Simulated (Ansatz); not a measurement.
**MnS in the CsCl type structure (space group Pm-3m, No. 221; ferromagnetic; a hypothetical phase, not in the database extracts checked)**

```
CELL_PARAMETERS angstrom
      2.92829     0.00000     0.00000
      0.00000     2.92829     0.00000
      0.00000     0.00000     2.92829
ATOMIC_POSITIONS crystal
  Mn 0.00000 0.00000 0.00000
  S  0.50000 0.50000 0.50000
```

Calculations: PBEsol/PAW in Ansatz (a quantum-chemistry and plane-wave program), scalar-relativistic without spin-orbit coupling. Γ-centred 16×16×16 mesh, Fermi–Dirac width 0.05 eV.

| Property | Result |
|---|---|
| Volume per atom | 12.55 Å³ |
| Density | 5.75 g/cm³ |
| Band gap | zero |
| Magnetic state | ferromagnetic |
| Total energy | -2376.983 eV/atom (σ→0; compares only within this code and set-up) |

The magnetic state is the one reached from the starting moments; the real material's order can differ, and small cells can't hold many antiferromagnetic ones. No phonon test of stability was made.
